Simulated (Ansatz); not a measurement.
Hypothetical Pm-3n AlN, response to strain

Consider AlN (space group Pm-3n, No. 223; a = 5.372 Å; a hypothetical phase, not in the database extracts checked). Axes: x, y, z lie along the cube axes.

Strains are applied to the cell and any free atomic positions relax; under biaxial strain the out-of-plane vector relaxes too.

Levels (all Ansatz, a first-principles code, PAW): PBE (420 eV, spin-orbit coupling left out); PBEsol (420 eV, no SOC).

The base cell above is that of PBE; each level relaxes its own structures.

Notes on the quantities. energy relative to the base: free energy F.

```csv
case,"energy relative to the base, PBE","energy relative to the base, PBEsol"
"biaxial strain +0.96 %, plane normal [001], relaxed out of plane",+2.8 meV/atom,+2.7 meV/atom
"biaxial strain +1.09 %, plane normal [111], relaxed out of plane",+2.0 meV/atom,+1.9 meV/atom
tensor shear ε_yz = −3.79 %,+12 meV/atom,+11 meV/atom
"strain tensor (xx, yy, zz, yz, xz, xy) = (−0.88, +0.05, −1.12, +0.28, +0.53, −0.86) %",+4.2 meV/atom,+4.1 meV/atom
```

The two levels differ by at most about 0.7 meV/atom. They put the cases in the same order.

Whether these cells are dynamically stable was not tested.
